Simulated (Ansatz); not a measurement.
The starting structures come from a database of crystals and need not be the phases stable at ambient conditions.

Data:

```yaml
crystal:
  lattice:
    - [4.00239, 0.00000, 0.00000]
    - [0.00000, 6.57780, 0.00000]
    - [2.00120, 0.00000, 3.46617]
  atoms:
    - { symbol: Al, position: [0.33333, 0.99932, 0.33333] }
    - { symbol: Al, position: [0.66667, 0.49932, 0.66667] }
    - { symbol: As, position: [0.33333, 0.62468, 0.33333] }
    - { symbol: As, position: [0.66667, 0.12468, 0.66667] }
```

Space group of this cell: P6_3mc, wurtzite. The cell is taken as given.

All values below come from PBEsol (plane waves, PAW; Ansatz, a first-principles code).

The current runs along the normal of the first two printed vectors; no spin-orbit coupling. Scaled by the factor s: both lengths across the current (ions clamped). Meshes 10×6×10 and 8×6 across the current in all rows.

```json
[
 {"s": "0.98", "mean pressure (GPa)": "3.3", "band gap (eV)": "?"},
 {"s": "1.00", "mean pressure (GPa)": "0.1", "band gap (eV)": "1.65"},
 {"s": "1.02", "mean pressure (GPa)": "-2.5", "band gap (eV)": "1.51"}
]
```

Task: Take the slope of the band gap against ln s from the two given rows, extrapolate to s = 0.98, and say what the run there gives.

Result: Slope = (1.51 − 1.65) / ln 1.02 = -7.07 eV. The line gives 1.65 + (-7.07) × ln 0.98 = 1.79 eV. The run gives 1.50 eV, 0.29 eV under the line, 205 % of the predicted step.
